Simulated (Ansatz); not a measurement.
Where the default PAW files enter, the runs use the earlier of Ansatz's two default sets.

Crystal: LiNbO₃ (R-3, not sure to be the ambient phase, 10 atoms a cell, 11.7 Å³ an atom, -9 GPa at this level); planes in its conventional cell.

The numbers are results of r2SCAN (plane waves, PAW; Ansatz, a first-principles code), not measurements.

The gap is the functional's own, uncorrected, and κ follows it; spin-orbit coupling is left out. Mid-gap values are interpolated between the computed energies.

| plane | area of the cell (Å²) | mid-gap κ (1/Å) | largest κ in the gap (1/Å) |
|---|---|---|---|
| (110) | 44.4 | 0.44 | 0.44 |
| (100) | 76.8 | (withheld) | (withheld) |

Question: The slowest decay depends on the direction. Supply the withheld values.

Answer: 
- (100), mid-gap κ (1/Å): 0.47
- (100), largest κ in the gap (1/Å): 0.47
